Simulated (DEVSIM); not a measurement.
Device: abrupt GaSb p-n junction, at 250 K.

| layer (left to right) | material | thickness (μm) | Nd (cm⁻³) | Na (cm⁻³) | τn (s) | τp (s) |
|---|---|---|---|---|---|---|
| 1 | GaSb | 5.40 | - | 1e17 | 3.3e-9 | 3.3e-9 |
| 2 | GaSb | 55.0 | 1.9e15 | - | 3.3e-9 | 3.3e-9 |

Left contact: ohmic. Right contact: ohmic. Voltage is applied to the left contact. Recombination: SRH at mid-gap, Auger. Mobility is μmin + (μ − μmin)/(1 + (N/Nref)^α).

Constants are typed, rounded textbook-type inputs, not results; the design itself was drawn at random and stands for no fabricated device. Values at 300 K; Nc and Nv go as T^1.5, mobilities as T to minus their exponent, the gap by Varshni's rule with the affinity fixed.

```
parameter            GaSb
----------------  -------
gap (eV)            0.726
affinity (eV)        4.06
permittivity         15.7
Nc (cm⁻³)          2.1e17
Nv (cm⁻³)          1.8e19
μn (cm²/Vs)          5000
μp (cm²/Vs)           850
μn,min               1000
μp,min                190
Nref,n             2.8e17
Nref,p               9e17
αn                   1.05
αp                   0.65
T exponent of μn        2
T exponent of μp      1.7
Cn (cm⁶/s)          5e-30
Cp (cm⁶/s)          5e-30
Varshni α (eV/K)  0.00042
Varshni β (K)         140
```

Simulated with DEVSIM: 1D drift-diffusion, Boltzmann statistics, complete ionisation; no tunnelling, impact ionisation, image-force lowering or self-heating.

The doping Nd of layer 2 was swept, all else fixed.

```tsv
doping Nd of layer 2 (cm^-3)	potential step across the device at zero bias (V)	dark forward voltage at 1 A/cm² (V)	largest field in the device at zero bias (V/cm)
5.7e13	0.468	0.400	14000
1.9e14	0.494	0.366	14000
5.7e14	0.517	0.370	15000
1.9e15	0.543	0.386	18000
5.7e15	0.567	0.406	26000
1.9e16	0.593	0.425	45000
5.7e16	0.616	0.437	69000
```

From the first row to the last the potential step across the device at zero bias goes from 0.468 to 0.616. From the first row to the last the dark forward voltage at 1 A/cm² goes from 0.400 to 0.437.
